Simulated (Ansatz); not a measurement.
# ZrTiO4, response to strain

Base system: ZrTiO4 (space group P2_12_12, No. 18; a cell from a computed database, its experimental status unchecked).

```
CELL_PARAMETERS angstrom
      4.72524     0.00000     0.00000
      0.00000     5.07574     0.00000
      0.00000     0.00000     5.62771
ATOMIC_POSITIONS crystal
  Zr 0.00000 0.50000 0.42228
  Zr 0.50000 0.00000 0.57772
  Ti 0.00000 0.00000 0.06966
  Ti 0.50000 0.50000 0.93034
  O  0.73695 0.17711 0.87518
  O  0.26305 0.82289 0.87518
  O  0.23695 0.32289 0.12482
  O  0.76305 0.67711 0.12482
  O  0.28271 0.33962 0.64945
  O  0.71729 0.66038 0.64945
  O  0.78271 0.16038 0.35055
  O  0.21729 0.83962 0.35055
```

Cartesian axes are those of the cell as printed.

Strains are applied to the cell and any free atomic positions relax; under biaxial strain the out-of-plane vector relaxes too.

Level of theory: PBEsol (Ansatz, an electronic-structure program), no spin-orbit coupling.

Notes on the quantities. in-plane stress: mean in-plane stress (compression positive).

| change | band gap | gap character | out-of-plane strain | in-plane stress |
|---|---|---|---|---|
| base | 2.78 eV | direct at Γ | – | – |
| biaxial strain −1.62 %, plane normal [001], relaxed out of plane | 2.84 eV | direct at Γ | +1.83 % | +5.2 GPa |
| biaxial strain −0.69 %, plane normal [001], relaxed out of plane | 2.82 eV | direct at Γ | +0.75 % | +2.2 GPa |
| biaxial strain +1.03 %, plane normal [001], relaxed out of plane | 2.67 eV | direct at Γ | -1.08 % | -3.3 GPa |
| isotropic strain −4.70 % | 2.92 eV | indirect, Y–Γ (40 % along) → Γ | – | – |

No phonon test of stability was made. The final runs are not spin-polarised.
